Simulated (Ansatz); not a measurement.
# Effect of biaxial strain +1.50 %, plane normal [001], relaxed out of plane on Hf

Take Hf in the hcp (Mg type) structure (space group P6_3/mmc, No. 194; a = 3.158 Å, c = 5.004 Å; relaxed with 0.1 eV smearing) as the base. Axes: x lies along a and z along c of the hexagonal cell.

One thing is altered: biaxial strain +1.50 %, plane normal [001], relaxed out of plane (Cartesian); in-plane vectors clamped, the third vector and the atoms free.

Calculations: Kohn–Sham DFT with the PBEsol functional, run in Ansatz (an electronic-structure program) with PAW and 420 eV plane waves, without spin-orbit coupling. k-mesh 21×21×12 (Γ-centred); smearing 0.1 eV (Fermi–Dirac).

The volume per atom rises by 0.424 Å³ to 22.04 Å³ and the space group remains P6_3/mmc (No. 194). The pressure (mean of the normal stresses, compression positive) goes from zero to -2.0 GPa and the band gap remains zero. The out-of-plane strain amounts to -1.03 % and the mean in-plane stress (compression positive) is -3.0 GPa.

Final structure (turned so that z lies along the plane normal):

```yaml
crystal:
  lattice:
    - [3.20547, 0.00000, 0.00000]
    - [1.60274, 2.77602, 0.00000]
    - [0.00000, 0.00000, 4.95296]
  atoms:
    - { symbol: Hf, position: [0.66667, 0.66667, 0.75000] }
    - { symbol: Hf, position: [0.33333, 0.33333, 0.25000] }
```

Stability against distortions was not tested. All final runs are without spin polarisation.
